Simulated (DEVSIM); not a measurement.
Device: abrupt InP p-n junction, at 300 K.

```csv
layer (left to right),material,thickness (μm),Nd (cm⁻³),Na (cm⁻³),τn (s),τp (s)
1,InP,0.180,-,2.7e15,2.2e-9,2.2e-9
2,InP,31.0,4e16,-,2.2e-9,6.6e-8
```

Left contact: ohmic. Right contact: ohmic. Voltage is applied to the left contact. Recombination: SRH at mid-gap, radiative. Mobility is μmin + (μ − μmin)/(1 + (N/Nref)^α).

The device is made up for the run: typed textbook-type constants, with dimensions and the other settings drawn at random. Values at 300 K.

| parameter | InP |
|---|---|
| gap (eV) | 1.344 |
| affinity (eV) | 4.38 |
| permittivity | 12.5 |
| Nc (cm⁻³) | 5.7e17 |
| Nv (cm⁻³) | 1.1e19 |
| μn (cm²/Vs) | 5200 |
| μp (cm²/Vs) | 170 |
| μn,min | 400 |
| μp,min | 10 |
| Nref,n | 3e17 |
| Nref,p | 4.9e17 |
| αn | 0.47 |
| αp | 0.62 |
| B (cm³/s) | 1.2e-10 |

Simulated with DEVSIM: 1D drift-diffusion, Boltzmann statistics, complete ionisation; no tunnelling, impact ionisation, image-force lowering or self-heating.

### Question
Tabulate band edges, carrier densities and field at 1.0 V on the left contact.

### Answer
Energies count from the Fermi level of the right contact; mesh points crowd at the junctions.

```csv
x (μm),Ec (eV),Ev (eV),n (cm⁻³),p (cm⁻³),field (V/cm)
0.000,0.129,-1.215,< 1e2,2.7e15,-3300
0.02343,0.121,-1.223,8.7e13,2.0e15,-3500
0.06057,0.107,-1.237,3.1e14,1.2e15,-4200
0.1160,0.079,-1.265,1.3e15,3.8e14,-6300
0.1655,0.039,-1.305,6.2e15,8.3e13,-10000
0.1854,0.017,-1.327,1.5e16,3.5e13,-10000
0.2149,-0.002,-1.346,3.0e16,1.7e13,-3200
0.3127,-0.009,-1.353,4.0e16,1.3e13,≈ 0
0.4824,-0.008,-1.352,4.0e16,1.2e13,25
0.8086,-0.007,-1.351,4.0e16,1.2e13,25
1.515,-0.006,-1.350,4.0e16,1.0e13,25
3.771,0.000,-1.344,4.0e16,6.6e12,25
7.685,0.010,-1.334,4.0e16,3.1e12,25
15.21,0.029,-1.315,4.0e16,7.5e11,25
25.12,0.054,-1.290,4.0e16,1.1e11,25
28.29,0.061,-1.283,4.0e16,4.7e10,25
29.74,0.065,-1.279,4.0e16,2.4e10,25
30.50,0.067,-1.277,4.0e16,1.1e10,25
30.94,0.068,-1.276,4.0e16,4.1e9,25
31.08,0.068,-1.276,4.0e16,1.8e9,25
31.14,0.069,-1.275,4.0e16,6.8e8,25
31.18,0.069,-1.275,4.0e16,< 1e2,25
```
